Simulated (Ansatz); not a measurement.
**Hypothetical zinc blende BiB, thickness series**

The parent structure is BiB in the zinc blende structure (space group F-43m, No. 216; a = 5.4567 Å; a hypothetical phase, not in the database extracts checked). Axes: x, y, z lie along the cube axes.

Free-standing slabs (2 atom(s) a layer) normal to [110] with 15 Å of vacuum; in-plane cell held at bulk.

Level of theory: PBEsol (Ansatz, a program for electronic structure; PAW; 420 eV plane waves; no spin-orbit coupling), earlier PAW set.

Only one of these keeps a band gap. Which?
A) 7 layers
B) 2 layers
C) 4 layers

B, 2 layers. Computed: 4 layers: zero; 2 layers: 0.48 eV; 7 layers: zero

Spin-orbit coupling, missing from the scalar runs, can matter with Bi. Stability against distortions was not tested. The final runs are not spin-polarised. A zero or small gap of BiB can be the functional's error rather than a property of the material.
